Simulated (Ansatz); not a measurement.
Ta3N5 (Cmcm, No. 63) was calculated with HSE06 (Ansatz, a program for electronic structure, plane waves, PAW).

Numerical settings: plane-wave cutoff 460 eV, 6×6×2 k mesh (along the axes of the cell as run), Fermi–Dirac smearing 0.01 eV, scalar-relativistic PAW data made under PBE.

Cell (measured lattice):

```yaml
crystal:
  lattice:
    - [1.94310, -5.10590, 0.00000]
    - [1.94310, 5.10590, 0.00000]
    - [0.00000, 0.00000, 10.26240]
  atoms:
    - { symbol: Ta, position: [0.80290, 0.19710, 0.75000] }
    - { symbol: Ta, position: [0.19710, 0.80290, 0.25000] }
    - { symbol: Ta, position: [0.86550, 0.13450, 0.05910] }
    - { symbol: Ta, position: [0.13450, 0.86550, 0.94090] }
    - { symbol: Ta, position: [0.13450, 0.86550, 0.55910] }
    - { symbol: Ta, position: [0.86550, 0.13450, 0.44090] }
    - { symbol: N, position: [0.23680, 0.76320, 0.75000] }
    - { symbol: N, position: [0.76320, 0.23680, 0.25000] }
    - { symbol: N, position: [0.95300, 0.04700, 0.61950] }
    - { symbol: N, position: [0.04700, 0.95300, 0.38050] }
    - { symbol: N, position: [0.04700, 0.95300, 0.11950] }
    - { symbol: N, position: [0.95300, 0.04700, 0.88050] }
    - { symbol: N, position: [0.69140, 0.30860, 0.57380] }
    - { symbol: N, position: [0.30860, 0.69140, 0.42620] }
    - { symbol: N, position: [0.30860, 0.69140, 0.07380] }
    - { symbol: N, position: [0.69140, 0.30860, 0.92620] }
```

Q: Predict the band gap, smallest direct gap on the k points sampled and Γ–Γ gap.

A: 
* **band gap**: 2.21 eV
* **smallest direct gap on the k points sampled**: 2.45 eV
* **Γ–Γ gap**: 2.48 eV

Measured, for comparison: band gap 2.18 eV (temperature not stated, not corrected to a static lattice, indirect, Tauc analysis with phonon absorption and emission, films; as tabulated in Eichhorn et al. (2021), doi:10.1039/d1ta05282a).

Note: cell and atoms aren't relaxed at this level (largest force component 0.26 eV/Å, pressure -0.6 GPa).

Spin–orbit coupling is not included.

Static lattice: no zero-point or thermal effects.
